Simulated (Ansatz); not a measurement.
## TiGe (model structure, started from the CoSn type, P6/mmm, No. 191, 6 atoms in the cell): lattice parameter a by level of theory

No measured value is used here.

```json
[
 {"level (code)": "PBE (Ansatz)", "value (Å)": "5.501"},
 {"level (code)": "PBEsol (Ansatz)", "value (Å)": "5.426"},
 {"level (code)": "PBE-D3(BJ) (Ansatz)", "value (Å)": "5.430"}
]
```

Ansatz's density-functional and Hartree–Fock values are scalar-relativistic unless marked +SOC, with PAW data made under PBE.

A model structure was made by putting elements into a prototype or built by hand; it is no filed structure, need not be a known phase, and can be a saddle point held by its symmetry.

Ansatz is an electronic-structure program.
